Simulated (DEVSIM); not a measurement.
System: abrupt Si p-n junction, at 400 K.

```
layer (left to right)  material  thickness (μm)  Nd (cm⁻³)  Na (cm⁻³)   τn (s)   τp (s)
---------------------  --------  --------------  ---------  ---------  -------  -------
1                            Si            15.0          -     1.1e18  0.00038  0.00038
2                            Si            7.30     6.5e17          -  0.00038  0.00038
```

Left contact: ohmic. Right contact: ohmic. Voltage is applied to the left contact. Recombination: SRH at mid-gap, radiative, Auger. Mobility is μmin + (μ − μmin)/(1 + (N/Nref)^α).

This is a model device: material constants are rounded textbook-type values typed into the input, and sizes, dopings and lifetimes were drawn at random. Values at 300 K; Nc and Nv go as T^1.5, mobilities as T to minus their exponent, the gap by Varshni's rule with the affinity fixed.

| parameter | Si |
|---|---|
| gap (eV) | 1.124 |
| affinity (eV) | 4.05 |
| permittivity | 11.7 |
| Nc (cm⁻³) | 2.86e19 |
| Nv (cm⁻³) | 3.1e19 |
| μn (cm²/Vs) | 1417 |
| μp (cm²/Vs) | 470 |
| μn,min | 52 |
| μp,min | 45 |
| Nref,n | 9.7e16 |
| Nref,p | 2.2e17 |
| αn | 0.68 |
| αp | 0.72 |
| T exponent of μn | 2.3 |
| T exponent of μp | 2.2 |
| B (cm³/s) | 4.7e-15 |
| Cn (cm⁶/s) | 2.8e-31 |
| Cp (cm⁶/s) | 9.9e-32 |
| Varshni α (eV/K) | 0.000473 |
| Varshni β (K) | 636 |

Model (solved in DEVSIM): 1D drift-diffusion, Boltzmann statistics, complete ionisation; no tunnelling, impact ionisation, image-force lowering or self-heating.

Question: Give the dark forward current.

Answer: 
```csv
V (V),J (A/cm²)
0.05,1.9e-7
0.10,1.0e-6
0.15,4.5e-6
0.20,2.0e-5
0.25,8.3e-5
0.30,0.00036
0.35,0.0015
0.40,0.0065
0.45,0.028
0.50,0.12
0.55,0.50
0.60,2.1
0.65,8.9
0.70,36
0.75,130
0.80,360
0.85,790
0.90,1500
0.95,2400
```
